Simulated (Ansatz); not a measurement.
Take Cu₃N (space group Pm-3m, No. 221; a = 3.827 Å) as the base.

Calculations: PBE in Ansatz (plane waves to 420 eV, PAW, no SOC).

For the base:

Pressure: 0.00 GPa

Perturbation: every lattice vector is shortened by 0.60 %, atoms relaxed at fixed cell.

How does this affect the pressure?

The pressure goes from zero to 2.19 GPa.

Estimate the effect on the energy relative to the base.

The energy rises by 1.7 meV/atom.

The cells carry an imposed strain or load. Whether these cells are dynamically stable was not tested. All final runs are without spin polarisation.

Ansatz is a quantum-chemistry and plane-wave program.
